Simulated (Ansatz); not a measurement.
Base system: TaS₂ in the CdI2 type structure (space group P-3m1, No. 164; a = 3.332 Å, c = 5.785 Å; layered, stacked along the Cartesian z axis; relaxed with 0.1 eV smearing). Axes: x lies along a and z along c of the hexagonal cell.

The values are results of PBE-D3(BJ), PAW, 420 eV (Ansatz, a quantum-chemistry and plane-wave program; no spin-orbit coupling), earlier PAW set, not measurements.

It is then changed as follows: the cell is stretched by 1.47 % along z with no lateral relaxation, atoms relaxed at fixed cell.

Task: What does the calculation give for the stress, largest internal atomic displacement and energy relative to the base after the change?

Result: The stress (xx, yy, zz, yz, xz, xy; compression positive) comes out as (-0.1, -0.1, -0.7, 0.0, 0.0, 0.0) GPa; the largest internal atomic displacement comes out as 0.020 Å; the energy grows by 0.7 meV/atom.

The cells carry an imposed strain or load. No phonon test of stability was made. The final runs are not spin-polarised. An odd electron count without spin: TaS2.
